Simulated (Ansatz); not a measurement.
Data:

End structure of the (110) surface of germanium, Sb on one of 2 surface atoms, no caps (bottom of the slab: built like the top, H on every dangling bond, free):

```
CELL_PARAMETERS angstrom
      4.07294     0.00000     0.00000
      0.00000     5.76000     0.00000
      0.00000     0.00000    30.00000
ATOMIC_POSITIONS crystal
  Ge 0.00000 0.99394 0.31930
  Ge 0.50000 0.75183 0.31884
  Ge 0.50000 0.49879 0.38552
  Ge 0.00000 0.24917 0.38563
  Ge 0.00000 0.99996 0.45351
  Ge 0.50000 0.74874 0.45320
  Ge 0.50000 0.50000 0.52136
  Ge 0.00000 0.25000 0.52136
  Ge 0.00000 0.00035 0.58963
  Ge 0.50000 0.74902 0.58942
  Ge 0.50000 0.50596 0.65878
  Ge 0.00000 0.25256 0.65698
  Sb 0.00000 0.04128 0.73757
  Ge 0.50000 0.74313 0.72887
  H  0.00000 0.14875 0.27674
  H  0.50000 0.59822 0.27611
```

Set-up: 16 atoms, 13.5 Å thick at the start with caps and adatoms (thin: gaps and levels are the slab's own); mesh 7x5x1; 0.025 eV smearing; dipole correction on; 2 atoms held, the rest relaxed; held to the start's symmetry, so lower structures may exist; spin-polarised, no spin-orbit, no U. The slab shows no gap on its mesh. The starting moment vanished. In PBE it is, or lies within 0.01 eV a 1x1 cell of, the lowest of the 3 structures of its composition computed so far; subsurface sites and larger cells were not tried.

**Question.** What is the computed work function of the top face (PBE run with Ansatz, a first-principles code)?

**Answer.** 4.71 eV
